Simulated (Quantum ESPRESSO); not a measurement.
Input and output of a self-consistent single point for LiH (Fm-3m, 2 atoms in the cell) (Quantum ESPRESSO).

Method of the run: PBE, SSSP 1.1.2 efficiency (PBE) pseudopotentials (plane waves; Quantum ESPRESSO).

The change in words: lattice scaled by 0.98. Reference geometry:
```yaml
crystal:
  lattice:
    - [0.00000, 2.04277, 2.04277]
    - [2.04277, 0.00000, 2.04277]
    - [2.04277, 2.04277, 0.00000]
  atoms:
    - { symbol: Li, position: [0.00000, 0.00000, 0.00000] }
    - { symbol: H, position: [0.50000, 0.50000, 0.50000] }
```

Reference input (self-consistent single point, DFT, PBE, plane waves, SSSP 1.1.2 efficiency (PBE) pseudopotentials): ecutwfc = 55 Ry; ecutrho = 440 Ry; occupations = fixed; potentials = {Li: li_pbe_v1.4.uspp.F.UPF, H: H.pbe-rrkjus_psl.1.0.0.UPF}; K_POINTS = automatic 14 14 14 0 0 0; nbnd = 4; conv_thr = 1e-10 Ry; mixing_beta = 0.7. This run's input differs from it in these lines:

```diff
@@ -26,5 +26,5 @@
 CELL_PARAMETERS bohr
-   0.0000000000     3.8602701664     3.8602701664
-   3.8602701664     0.0000000000     3.8602701664
-   3.8602701664     3.8602701664     0.0000000000
+   0.0000000000     3.7830654056     3.7830654056
+   3.7830654056     0.0000000000     3.7830654056
+   3.7830654056     3.7830654056     0.0000000000
 ATOMIC_POSITIONS crystal
```

Log, with long lists cut:

```
     Self-consistent Calculation

     iteration #  1     ecut=    55.00 Ry     beta= 0.70

---- Real-time Memory Report at c_bands before calling an iterative solver
            60 MiB given to the printing process from OS
            21 MiB allocation reported by mallinfo(arena+hblkhd)
------------------

     total energy              =     -15.68214067 Ry
     estimated scf accuracy    <       0.15298468 Ry

     iteration #  2     ecut=    55.00 Ry     beta= 0.70

---- Real-time Memory Report at c_bands before calling an iterative solver
            69 MiB given to the printing process from OS
   [... lines left out ...]

---- Real-time Memory Report at c_bands before calling an iterative solver
            69 MiB given to the printing process from OS
            36 MiB allocation reported by mallinfo(arena+hblkhd)
------------------

     total energy              =     -15.69987240 Ry
     estimated scf accuracy    <          1.6E-09 Ry

     iteration #  8     ecut=    55.00 Ry     beta= 0.70

---- Real-time Memory Report at c_bands before calling an iterative solver
            69 MiB given to the printing process from OS
            37 MiB allocation reported by mallinfo(arena+hblkhd)
------------------
     End of self-consistent calculation

     highest occupied, lowest unoccupied level (ev):     0.6492    3.6315

!    total energy              =     -15.69987240 Ry
     estimated scf accuracy    <          5.9E-12 Ry

     convergence has been achieved in   8 iterations

     Forces acting on atoms (cartesian axes, Ry/au):

     atom    1 type  1   force =     0.00000000    0.00000000    0.00000000
     atom    2 type  2   force =     0.00000000   -0.00000000    0.00000000

     Total force =     0.000000     Total SCF correction =     0.000000

          total   stress  (Ry/bohr**3)                   (kbar)     P=        0.68
   0.00000460  -0.00000000  -0.00000000            0.68       -0.00       -0.00
  -0.00000000   0.00000460  -0.00000000           -0.00        0.68       -0.00
  -0.00000000  -0.00000000   0.00000460           -0.00       -0.00        0.68

   JOB DONE.
```

The run converged in 8 iterations. Against the reference run the free energy falls by 3.0 meV/atom, the pressure goes from -1.93 to 0.07 GPa and the gap on the mesh goes from 3.024 to 2.982 eV.

The starting cell comes from a database of computed structures (which also holds hypothetical and non-ambient phases and stackings), without a prior relaxation at this level. Its lattice was rescaled by a random factor within 2.5 % of one. For this run, on top of that: lattice scaled by 0.98.
